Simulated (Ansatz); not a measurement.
```
Hf
1.0
    3.19821     0.00000     0.00000
   -1.59911     2.76973     0.00000
    0.00000     0.00000     5.23016
Hf
2
Direct
  0.33333   0.66667   0.75000
  0.66667   0.33333   0.25000
```

No spin polarisation.

Method: plane-wave PAW DFT at the r2SCAN level (Ansatz, an electronic-structure program, 500 eV), no spin-orbit coupling, earlier PAW set. Γ-centred 21×21×12 mesh, Fermi–Dirac width 0.1 eV.

Problem. Predict the band gap.

Solution. Zero.

Problem. What is the computed pressure (mean of the normal stresses, compression positive)?

Solution. -3.7 GPa.

Problem. What space group does the calculation give?

Solution. P6_3/mmc (No. 194).

The cells carry an imposed strain or load. Stability against distortions was not tested. All final runs are without spin polarisation. The cell was made from Hf in the hcp (Mg type) structure (space group P6_3/mmc, No. 194) by this change: uniaxial strain ε_zz = +3.59 %.
